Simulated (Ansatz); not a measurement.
**A self-consistent single point of SiTc (P6_3/mmc, 4 atoms in the cell) with Ansatz (an electronic-structure program)**

Method: PBE (plane waves, PAW; Ansatz).

The input file:

Ansatz 0.2 input:
```yaml
# SiTc
crystal:
  lattice:
    - [4.040281, 0.000000, 0.000000]
    - [-2.020141, 3.498986, 0.000000]
    - [0.000000, 0.000000, 5.631164]
  atoms:
    - { symbol: Tc, position: [0.000000, 0.000000, 0.000000] }
    - { symbol: Tc, position: [0.000000, 0.000000, 0.500000] }
    - { symbol: Si, position: [0.333333, 0.666667, 0.250000] }
    - { symbol: Si, position: [0.666667, 0.333333, 0.750000] }
basis:
  ecutwfc: 36.7 Ry
kpoints:
  mp_grid: { grid: [9, 9, 6] }
hamiltonian:
  xc: pbe
  pseudopotentials: { kind: paw }
scf:
  occupations: { method: cold, width: 0.0073 Ry }
output:
  forces: true
  eigenvalues: true
  stress: true
```

Log, with long lists cut:

```
WARN the atoms were moved onto the symmetric positions of the space group found under crystal.symmetry.tolerance 1.0e-5 (fractional …
WARN basis.ecutwfc = 499.3289376138798 eV is below the records' recommended cutoff, and the density's cutoff is lower with it unless basis.ecutrho_ratio is …
WARN ansatz: RAYON_NUM_THREADS=1 ignored (pool sized by the plan → 1); use --threads N
Pseudopotentials: kind: paw
Pseudopotential: Tc, paw, valence charge 15
Pseudopotential: Si, paw, valence charge 4
Crystal: 4 atoms, lattice volume = 79.607 Å³
Basis set: ecut = 499.3289376138798 eV, 2043 PW (Γ), exchange–correlation on 60×60×90 points (8 copies of the dense FFT grid, shifted against one another)
Bands: 23, of which v1, the nominal top of the filled ones, is band 19 counted from 1 (18 counted from 0)
Symmetry: 24 space group operations
Space group: P63/mmc (ITA 194), of the structure as read, at distance tolerance 4.3e-5 Å
k-points: 48 of 486
Initial density: superposition of atomic densities (chi_scale 0.1, normalization cell)
Initial wavefunctions: pseudopotential atomic-orbital guess
Eigensolver: davidson
Functional: x = pbe(κ = 0.804, μ = 0.2195149727645171), c = pbe(β = 0.06672455060314922)
SCF iter   1: F=—  HF=-12066.342637 eV  |F-HF|=—  |Δ(HF+E_count)|=         —  Δρ=3.57e-2  dr2=1.75e0  ethr=3.10e-3  ⟨swp⟩=5.1  Hψ=4426  notcnv=0
all-band conjugate gradients solve this SCF's bands
preconditioner: auto → Kerker (q_TF=auto, 2.412 Å⁻¹)
SCF iter   2: F=—  HF=-12066.075068 eV  |F-HF|=—  |Δ(HF+E_count)|=   2.68e-1  S|Δr|=    0.00e0  Δρ=2.11e-2  dr2=5.93e-1  ethr=3.10e-3  ⟨swp⟩=1.0  Hψ=1488  notcnv=0
SCF iter   3: F=—  HF=-12065.925539 eV  |F-HF|=—  |Δ(HF+E_count)|=   1.50e-1  S|Δr|=    0.00e0  Δρ=3.41e-3  dr2=1.12e-2  ethr=1.56e-3  ⟨swp⟩=2.1  Hψ=1808  notcnv=0  defer=4
SCF iter   4: F=—  HF=-12065.925152 eV  |F-HF|=—  |Δ(HF+E_count)|=   3.87e-4  S|Δr|=    0.00e0  Δρ=1.27e-3  dr2=1.90e-3  ethr=2.94e-5  ⟨swp⟩=1.2  Hψ=1499  notcnv=0  defer=4
SCF iter   5: F=—  HF=-12065.925556 eV  |F-HF|=—  |Δ(HF+E_count)|=   4.04e-4  S|Δr|=    0.00e0  Δρ=3.45e-4  dr2=1.66e-4  ethr=4.99e-6  ⟨swp⟩=2.2  Hψ=1435  notcnv=0  defer=4
SCF iter   6: F=—  HF=-12065.925627 eV  |F-HF|=—  |Δ(HF+E_count)|=   7.12e-5  S|Δr|=    0.00e0  Δρ=6.25e-5  dr2=3.60e-6  ethr=4.37e-7  ⟨swp⟩=2.0  Hψ=1576  notcnv=0  defer=4
SCF iter   7: F=—  HF=-12065.925625 eV  |F-HF|=—  |Δ(HF+E_count)|=   1.84e-6  S|Δr|=    0.00e0  Δρ=1.31e-5  dr2=1.55e-7  ethr=9.46e-9  ⟨swp⟩=2.0  Hψ=1603  notcnv=0  defer=4
SCF iter   8: F=-12065.925625 eV  HF=-12065.925625 eV  |F-HF|=8.26e-10  |Δ(HF+E_count)|=   4.94e-8  S|Δr|=    0.00e0  Δρ=4.38e-6  dr2=1.06e-8  ethr=2.63e-10  ⟨swp⟩=5.1  Hψ=4054  notcnv=0
SCF 1 converged in 8 iterations: F = -12065.925625 eV  dr2 = 1.06e-8
SCF converged after 8 iterations
Stability not checked (fill_not_monotonic)
Free energy (F): -12065.925625 eV
Harris-Foulkes:  -12065.925625 eV  (|F-HF|=8.26e-10)
Internal energy: -12065.935666 eV  (E = F + TS)
E sigma→0 (E₀):  -12065.928972 eV
Entropy (-TS):   0.010041 eV (2.510 meV/atom)
Fermi energy:    10.294975 eV
Step filling:    the computed levels leave a gap of 0.0262 eV = 0.3 smearing widths
--- Per-component energies (eV) ---
  E_band       = -398.525820
  E_kinetic    = 1310.685337
  E_local      = -3870.220404  (includes V_loc(G=0)·N_el)
  E_nonlocal   = 619.921403
  E_hartree    = 1228.283948
  E_xc         = -580.516573
  E_vxc        = -671.547845  (∫ρ·V_xc dr)
  E_paw        = -7580.700746  (= ΣΔE_a)
  E_vpaw       = -243.934786  (= ΣTr[D̂ρ^β])
  E_aug_tail   = -0.000048  (compensation charges beyond the density's cutoff)
  E_ewald      = -3193.388584
  E_smearing   = 0.010041  (= −TS)
  E_closure    = -0.000000  (closes the sum)
  Σ components = -12065.925625   (vs F -12065.925625, Δ=0.00e0)
--- Forces (eV/Å), atoms counted from 1 ---
  atom   1  Tc    -0.00000000    -0.00000000     0.00000000
   [... zero for the other atoms too ...]
  max |Σ_I F_I| component: 1.30e-16 eV/Å
--- Stress (GPa, compression-positive) ---
      -25.096396       0.000000       0.000000
       -0.000000     -25.096396      -0.000000
        0.000000      -0.000000     -27.092716
  P = ⅓ Tr σ = -25.7618 GPa (-257.618 kbar)
  The stress holds the Pulay correction. Without it, at fixed plane waves, as pw.x and ABINIT print it: P = -25.7649 GPa
--- Band table (eV; the first three rows and the last of 48) ---
  k-point 0: bands = ["-56.1980", "-56.1482", "-28.5346", "-28.1862", "-28.1862", "-28.1327", "-28.1327", "-28.0450", "1.1163", "4.4868", "6.2278", "7.1700", "7.1700", "7.5105", "8.7097", "8.7097", "9.4361", "9.4361", "11.2321", "11.2321", [...]
  k-point 1: bands = ["-56.1946", "-56.1516", "-28.5027", "-28.1826", "-28.1826", "-28.1363", "-28.1363", "-28.0787", "1.2454", "3.9138", "6.8699", "7.2807", "7.2807", "7.6820", "8.8074", "8.8074", "9.2106", "9.2106", "10.7910", "10.7910", [...]
  k-point 2: bands = ["-56.1856", "-56.1607", "-28.4148", "-28.1729", "-28.1729", "-28.1701", "-28.1462", "-28.1462", "1.6238", "3.0198", "7.6011", "7.6011", "7.8659", "8.1064", "8.6816", "8.6816", "9.0946", "9.0946", "10.1373", "10.1373", [...]
  k-point 47: bands = ["-56.1726", "-56.1726", "-28.2914", "-28.2914", "-28.1696", "-28.1696", "-28.1691", "-28.1691", "3.5273", "3.5273", "6.9731", "6.9731", "7.8381", "7.8381", "8.3803", "8.3803", "9.8043", "9.8043", "9.8256", "9.8256", "11.3592", [...]
```

The run converged in 8 iterations.

The starting cell was generated: these elements placed on a structure prototype, without a prior relaxation; it need not be a known phase or ordering of this composition. Its lattice was rescaled by a random factor within 2.5 % of one. Spin polarisation is off. With a pressure of about -26 GPa the cell is away from its equilibrium volume at this level. Ansatz's pressure includes its estimate of the finite-basis (Pulay) stress. The cutoff lies below the one recommended for these files.
